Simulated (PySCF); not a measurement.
PySCF 2.14.0, R2SCAN/def2-svp, df: Al(Cl)(NH2)2 ([NH2][Al]([NH2])[Cl]), 8 atoms. The geometry is a generated start, not checked to be a minimum at this level.

```yaml
task: energy
method: r2scan
basis: def2-svp
two_electron_scheme: density fitting
mol.max_memory: 3000 MB
mf.max_cycle: 100
mf.conv_tol: 1e-09 (default)
mf.grids.level: 3 (default)
basis_functions: 84
grid_points: 105096
```

```xyz
8

Al    -0.3976    -0.3507    -0.1192
Cl    -1.8892    -1.6484    -0.5717
N     -0.3337     1.2188    -0.9496
H     -0.9341     1.4933    -1.7170
H      0.3106     1.9706    -0.7451
N      0.8134    -0.7986     1.1013
H      1.6116    -0.2343     1.3542
H      0.8190    -1.6507     1.6471
```

With the defaults (mf.DIIS = CDIIS, mf.diis = true, mf.diis_space = 8, mf.damp = 0, mf.diis_start_cycle = 1, mf.init_guess = minao, mf.diis_damp = 0) it converges in 12 Fock builds. One run each on 2 threads, 1 BLAS thread, with these changes:
- mf.init_guess = mod_huckel
- mf.DIIS = EDIIS
- mf.init_guess = huckel
- mf.damp = 0.3, mf.diis_start_cycle = 4
- mf.init_guess = sap
- mf.diis = false
- mf.diis_space = 20
- mf.diis_space = 3
- mf.diis_damp = 0.3

Problem. Which of these changes keep the SCF from converging, or lead it to another solution?

Solution. No convergence: mf.DIIS = EDIIS; mf.diis = false (the run ends without SCF convergence in 100 cycles). The rest reach the solution of the defaults.

```csv
setting,Fock builds,end
mf.diis_damp = 0.3,11,same solution
the defaults,12,same solution
mf.diis_space = 20,12,same solution
mf.init_guess = huckel,12,same solution
mf.init_guess = mod_huckel,12,same solution
"mf.damp = 0.3, mf.diis_start_cycle = 4",15,same solution
mf.init_guess = sap,15,same solution
mf.diis_space = 3,16,same solution
mf.DIIS = EDIIS,101,no convergence
mf.diis = false,101,no convergence
```
